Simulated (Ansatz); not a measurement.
# A computed series for hypothetical P6_3/mmc SiS2: pressure series

The reference is SiS₂ in the 2H-MoS2 type structure (space group P6_3/mmc, No. 194; a = 3.224 Å, c = 12.153 Å; a hypothetical phase, not in the database extracts checked; layered, stacked along the Cartesian z axis).

Cell and atoms are relaxed at each pressure.

Calculations: r2SCAN+rVV10 (Ansatz, a quantum-chemistry and plane-wave program), spin-orbit coupling left out, earlier PAW set.

Notes on the quantities. enthalpy: H = E + PV relative to the base's energy.

```csv
change,enthalpy,band gap,density
base,–,zero,2.80 g/cm³
pressure −1 GPa,-0.12 eV/atom,0.13 eV,2.68 g/cm³
pressure 0.9 GPa,+0.10 eV/atom,zero,2.87 g/cm³
pressure 2.1 GPa,+0.23 eV/atom,zero,2.94 g/cm³
pressure 4.5 GPa,+0.49 eV/atom,zero,3.06 g/cm³
pressure 9 GPa,+0.94 eV/atom,zero,3.23 g/cm³
pressure 15 GPa,+1.52 eV/atom,zero,3.42 g/cm³
pressure 22.5 GPa,+2.20 eV/atom,zero,3.62 g/cm³
pressure 30 GPa,+2.84 eV/atom,zero,3.79 g/cm³
```

Load acts through the strain it causes; cell and atoms are relaxed under it. No phonon test of stability was made. No other phases were tried under pressure. The final runs are not spin-polarised. Gaps under 0.05 eV, about the width of the smearing, are given as zero. The zero or small gap of SiS2 can change with the level of theory.
